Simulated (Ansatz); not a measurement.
# MoGe (model structure, started from the NiAs type, P6₃/mmc, No. 194, 4 atoms in the cell)

These are PBE-D3(BJ) (plane waves, PAW; Ansatz, an electronic-structure program) values and carry that method's errors.

Run with plane-wave cutoff 500 eV, 12×12×8 k mesh (along the axes of the cell as run), Fermi–Dirac smearing 0.05 eV, no spin polarisation, scalar-relativistic PAW data made under PBE.

Cell (relaxed at this level):

```cif
data_Ge2Mo2
_chemical_formula_sum 'Mo2 Ge2'
_space_group_name_H-M_alt 'P63/mmc'
_space_group_IT_number 194
_space_group_name_Hall '-P 6c 2c'
_cell_length_a 3.14096
_cell_length_b 3.14096
_cell_length_c 7.26802
_cell_angle_alpha 90.000
_cell_angle_beta 90.000
_cell_angle_gamma 120.000
loop_
_atom_site_label
_atom_site_type_symbol
_atom_site_symmetry_multiplicity
_atom_site_Wyckoff_symbol
_atom_site_fract_x
_atom_site_fract_y
_atom_site_fract_z
_atom_site_occupancy
Mo1 Mo 2 a 0.00000 0.00000 0.00000 1
Ge1 Ge 2 c 0.33333 0.66667 0.25000 1
```

- band gap: none

Note: the relaxation could raise the start's symmetry but not lower it, so the cell can be a saddle point.

Spin–orbit coupling is not included.

Cost on a shared machine: roughly 80 core-seconds.

A model structure was made by putting elements into a prototype or built by hand; it is no filed structure, need not be a known phase, and can be a saddle point held by its symmetry.
